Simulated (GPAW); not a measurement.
# Worked example: self-consistent single point of ZnS (P6_3mc, 4 atoms in the cell) in GPAW

Level of theory: PBE, GPAW PAW datasets PBE (gpaw-data 1.0.1) (plane waves; GPAW).

Input:

```python
from ase import Atoms
from ase.units import GPa
from gpaw import GPAW

atoms = Atoms(['Zn', 'Zn', 'S', 'S'],
              cell=[[3.762033, 0.000000, 0.000000],
                    [-1.881017, 3.258016, 0.000000],
                    [0.000000, 0.000000, 6.166243]],
              scaled_positions=[[0.333333, 0.666667, 0.000140],
                                [0.666667, 0.333333, 0.500140],
                                [0.333333, 0.666667, 0.374860],
                                [0.666667, 0.333333, 0.874860]],
              pbc=True)

calc = GPAW(mode={'name': 'pw', 'ecut': 800},
            xc='PBE',
            kpts=(5, 5, 3),
            occupations={'name': 'fermi-dirac', 'width': 0.05},
            nbands=-4,
            convergence={'forces': 0.001, 'bands': -2},
            symmetry={'symmorphic': False, 'tolerance': 0.0005},
            maxiter=120)

atoms.calc = calc

energy = atoms.get_potential_energy()
print('Energy (eV):', round(energy, 6))
forces = atoms.get_forces()
print('Forces (eV/Ang):')
print(forces.round(5))
stress = atoms.get_stress()
print('Stress (GPa, Voigt):', (stress / GPa).round(4))
```

Log, with long lists cut:

```
Input parameters:
  convergence: {bands: -2,
                forces: 0.001}
  kpts: [5 5 3]
  maxiter: 120
  mode: {ecut: 800,
         name: pw}
  nbands: -4
  occupations: {name: fermi-dirac,
                width: 0.05}
  symmetry: {symmorphic: False,
             tolerance: 0.0005}
  xc: PBE

species:
  Zn:
    name: Zinc
    Z: 30.0
    valence: 12
    core: 18
    charge: 0.0
    file: Zn.PBE.gz

    # Using partial waves for Zn as LCAO basis

  S:
    name: Sulfur
    Z: 16.0
    valence: 6
    core: 10
    charge: 0.0
    file: S.PBE.gz

    # Using partial waves for S as LCAO basis

Reference energy: -119437.893101  # eV

Spin-paired calculation

Convergence criteria:
 Maximum [total energy] change in last 3 cyles: 0.0005 eV / valence electron
 Maximum integral of absolute [dens]ity change: 0.0001 electrons / valence electron
 Maximum integral of absolute [eigenst]ate change: 4e-08 eV^2 / valence electron
 Maximum change in the atomic [forces] across last 2 cycles: 0.001 eV/Ang OR
Maximum error relative to the maximum force is below inf
 Maximum number of scf [iter]ations: 120

Symmetries present (total): 12
Symmetries with fractional translations: 6
75 k-points: 5 x 5 x 3 Monkhorst-Pack grid
10 k-points in the irreducible part of the Brillouin zone
       k-points in crystal coordinates                weights
   0:     0.00000000    0.00000000    0.00000000          1/75
   1:     0.00000000    0.00000000    0.33333333          2/75
   2:     0.20000000    0.00000000    0.00000000          6/75
   [... 7 lines left out ...]

Wave functions: Plane wave expansion
  Cutoff energy: 800.000 eV
  Number of coefficients (min, max): 3856, 3905
  Pulay-stress correction: 0.000000 eV/Ang^3 (de/decut=0.000000)

Occupation numbers: Fermi-Dirac:
  width: 0.0500  # eV

Eigensolver

Densities:
  Coarse grid: 25*25*42 grid
  Fine grid: 50*50*84 grid
  Total Charge: 0.000000

Density mixing:
  Method: separate
  Backend: pulay
  Linear mixing parameter: 0.05
  old densities: 5
  Damping of long wavelength oscillations: 50

Hamiltonian:
  XC and Coulomb potentials evaluated on a 50*50*84 grid
  External potential:
    NoExternalPotential

XC parameters: PBE with 2 nearest neighbor stencil

Number of atoms: 4
Number of atomic orbitals: 26
Number of bands in calculation: 22
Number of valence electrons: 36
Bands to converge: 20

Density initialized from atomic densities
  22 bands from LCAO basis set

Atomic positions and initial magnetic moments

Positions:
   0 Zn    -0.000002    2.172012    0.000863    ( 0.0000,  0.0000,  0.0000)
   1 Zn     1.881018    1.086004    3.083985    ( 0.0000,  0.0000,  0.0000)
   2 S     -0.000002    2.172012    2.311478    ( 0.0000,  0.0000,  0.0000)
   3 S      1.881018    1.086004    5.394599    ( 0.0000,  0.0000,  0.0000)

Unit cell:
           periodic     x           y           z      points  spacing
  1. axis:    yes    3.762033    0.000000    0.000000    25     0.1303
  2. axis:    yes   -1.881017    3.258016    0.000000    25     0.1303
  3. axis:    yes    0.000000    0.000000    6.166243    42     0.1468

  Lengths:   3.762033   3.762033   6.166243
  Angles:   90.000000  90.000000 120.000008

Effective grid spacing dv^(1/3) = 0.1423

     iter     time        total  log10-change:
                         energy   eigst   dens  force
iter:   1 --:--:--   -14.006171   +0.89
iter:   2 --:--:--   -14.146593   +0.47  -1.18
iter:   3 --:--:--   -13.797392   -0.23  -1.21
iter:   4 --:--:--   -13.748534   -0.94  -1.42
iter:   5 --:--:--   -13.783914   -1.51  -1.60
iter:   6 --:--:--   -13.762676   -1.95  -2.37
iter:   7 --:--:--   -13.776795   -2.39  -2.65
iter:   8 --:--:--   -13.755303   -2.22  -2.51
iter:   9 --:--:--   -13.756816   -2.85  -3.13
iter:  10 --:--:--   -13.758586c  -3.19  -2.78
iter:  11 --:--:--   -13.760650c  -3.62  -3.01
iter:  12 --:--:--   -13.758449c  -4.04  -2.88
iter:  13 --:--:--   -13.756010c  -3.01  -3.00
iter:  14 --:--:--   -13.755914c  -4.20  -3.59
iter:  15 --:--:--   -13.755918c  -5.02  -4.06c
iter:  16 --:--:--   -13.755919c  -5.35  -4.14c
iter:  17 --:--:--   -13.755921c  -5.46  -4.09c
iter:  18 --:--:--   -13.755926c  -6.03  -4.28c
iter:  19 --:--:--   -13.755917c  -5.90  -4.18c
iter:  20 --:--:--   -13.755917c  -6.64  -4.31c
   [... 4 lines left out ...]
iter:  25 --:--:--   -13.755917c  -6.40  -4.33c
iter:  26 --:--:--   -13.755917c  -6.89  -4.60c
iter:  27 --:--:--   -13.755917c  -7.07  -4.67c
iter:  28 --:--:--   -13.755917c  -7.31  -4.71c
iter:  29 --:--:--   -13.755917c  -7.34  -4.71c
iter:  30 --:--:--   -13.755917c  -8.08c -4.77c
iter:  31 --:--:--   -13.755917c  -6.88  -4.84c
iter:  32 --:--:--   -13.755917c  -7.21  -4.90c
iter:  33 --:--:--   -13.755917c  -8.38c -5.72c -4.31c

Converged after 33 iterations.

Dipole moment: (-0.000000, 0.000000, 3.482464) |e|*Ang

Energy contributions relative to reference atoms: (reference = -119437.893101)

Kinetic:        +27.033601
Potential:      -22.471535
External:        +0.000000
XC:             -18.460219
Entropy (-ST):   -0.000000
Local:           +0.142235
SIC:             +0.000000
--------------------------
Free energy:    -13.755917
Extrapolated:   -13.755917

Showing only first 2 kpts
 Kpt  Band  Eigenvalues  Occupancy
  0    16      4.25877    2.00000
  0    17      4.25878    2.00000
  0    18      6.62852    0.00000
  0    19      7.41082    0.00000

  1    16      4.00275    2.00000
  1    17      4.00277    2.00000
  1    18      7.68302    0.00000
  1    19      7.81992    0.00000

Fermi level: 5.31581

Gap: 2.370 eV
Transition (v -> c):
  (s=0, k=0, n=17, [0.00, 0.00, 0.00]) -> (s=0, k=0, n=18, [0.00, 0.00, 0.00])
No difference between direct/indirect transitions
Energy (eV): -13.755917

Forces in eV/Ang:
  0 Zn   -0.00000    0.00000    0.02370
  1 Zn    0.00000    0.00000    0.02370
  2 S     0.00000    0.00000   -0.02374
  3 S     0.00000    0.00000   -0.02374

Stress tensor:
    -0.033980    -0.000000     0.000000
    -0.000000    -0.033980    -0.000000
     0.000000    -0.000000    -0.033911
Stress (GPa, Voigt): [-5.4442 -5.4442 -5.4331 -0.      0.     -0.    ]
```

The run converged in 33 iterations. GPAW prints stress with tension positive.

The starting cell comes from a database of computed structures (which also holds hypothetical and non-ambient phases and stackings), without a prior relaxation at this level. Its lattice was rescaled by a random factor within 2.5 % of one. With a pressure of about 5 GPa the cell is away from its equilibrium volume at this level.

Cost on one core of a shared machine: roughly 30 s.
